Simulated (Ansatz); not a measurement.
The reference is HfN in the rock salt structure (space group Fm-3m, No. 225; a = 4.548 Å; relaxed with 0.1 eV smearing).

Computed with DFT with PBE, PAW potentials and a 420 eV plane-wave cutoff in Ansatz (a program for electronic structure), without spin-orbit coupling.

Strains are applied to the cell and any free atomic positions relax.

One change was made to it. Results:

The pressure goes from zero to -10.7 GPa; the energy grows by 19 meV/atom.

Question: Which of these changes matches the shifts?
A) isotropic strain −1.50 %
B) isotropic strain −2.50 %
C) isotropic strain −1.00 %
D) isotropic strain +1.00 %
E) isotropic strain +1.50 %

Answer: E, isotropic strain +1.50 %. For comparison, the energy relative to the base in the other runs: isotropic strain −1.00 % gives +9.0 meV/atom; isotropic strain −1.50 % gives +21 meV/atom; isotropic strain +1.00 % gives +8.4 meV/atom; isotropic strain −2.50 % gives +59 meV/atom.

Whether these cells are dynamically stable was not tested. The final runs are not spin-polarised. An odd electron count without spin: HfN.
